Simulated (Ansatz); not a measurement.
A15 Nb3Sn (cubic form, which distorts at low temperature)

The numbers are results of rVV10 (PAW; Ansatz, a quantum-chemistry and plane-wave program), not measurements.

Run with plane-wave cutoff 520 eV, 10×10×10 k mesh, Fermi–Dirac smearing 0.05 eV, no spin polarisation, scalar-relativistic PAW data made under PBE.

Cell (relaxed at this level):

```
Nb3Sn
1.0
    5.35183     0.00000     0.00000
    0.00000     5.35183     0.00000
    0.00000     0.00000     5.35183
Nb Sn
6 2
Direct
  0.25000   0.00000   0.50000
  0.50000   0.25000   0.00000
  0.50000   0.75000   0.00000
  0.75000   0.00000   0.50000
  0.00000   0.50000   0.75000
  0.00000   0.50000   0.25000
  0.50000   0.50000   0.50000
  0.00000   0.00000   0.00000
```

```json
{
  "bulk_modulus": "160 GPa",
  "band_gap": "none",
  "pressure derivative B′ of the bulk modulus": "4.2"
}
```

Measured, for comparison: bulk modulus 165 GPa (4 K, zero-point motion not removed; as tabulated in Lu and Klein (1997), arXiv:cond-mat/9704251). Computed (rounded) less measured: bulk modulus -3 %.

Note: symmetry holds this phase in the static calculation, where it need not be a minimum.

Spin–orbit coupling is not included.

The computed numbers hold no vibrational or temperature effects.

It cost around 6 core-minutes (rough) of CPU time.
